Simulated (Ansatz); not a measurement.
Rock-salt LuN was calculated with rVV10 in Ansatz (plane waves, PAW).

Run with plane-wave cutoff 520 eV, 20×20×20 k mesh, Fermi–Dirac smearing 0.05 eV, scalar-relativistic PAW data made under PBE.

Cell (relaxed at this level):

```yaml
crystal:
  lattice:
    - [0.00000, 2.39202, 2.39202]
    - [2.39202, 0.00000, 2.39202]
    - [2.39202, 2.39202, 0.00000]
  atoms:
    - { symbol: Lu, position: [0.00000, 0.00000, 0.00000] }
    - { symbol: N, position: [0.50000, 0.50000, 0.50000] }
```

**Question.** Give the computed bulk modulus B0 and pressure derivative B′ of the bulk modulus.

**Answer.** 
bulk modulus B0: 171 GPa
pressure derivative B′ of the bulk modulus: 4.1

The run finds no gap.

Spin–orbit coupling is not included; it can open a gap where bands touch, and shift volumes and moduli.

Ansatz is a program for electronic structure.
